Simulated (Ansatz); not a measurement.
Base system: CdTe in the zinc blende structure (space group F-43m, No. 216; a = 6.6186 Å).

Calculations: PBE in Ansatz (plane waves to 420 eV, PAW, spin-orbit coupling left out), earlier PAW set.

For the base:

```
Quantity                Result
-------------  ---------------
Gap character      direct at Γ
Electron mass  0.053 mₑ (at Γ)
Band gap               0.58 eV
```

Perturbation: a hydrostatic pressure of 15 GPa.

Problem. How does this affect the gap character, electron mass and band gap?

Solution. The gap character remains direct at Γ; the electron mass goes from 0.053 mₑ (at Γ) to 0.092 mₑ (at Γ); the band gap rises by 0.74 eV to 1.32 eV.

With Te present, leaving out spin-orbit coupling can change the band edges. Load acts through the strain it causes; cell and atoms are relaxed under it. Effective masses come from finite differences of ±0.01 Å⁻¹. No phonon test of stability was made. Measured, CdTe leaves this structure (for cinnabar) near 3.53 GPa (temperature not stated; as listed in Datta, Sujoy, Jana, Debnarayan, arXiv (2020)), on rising pressure, with hysteresis.

Ansatz is a program for electronic structure.
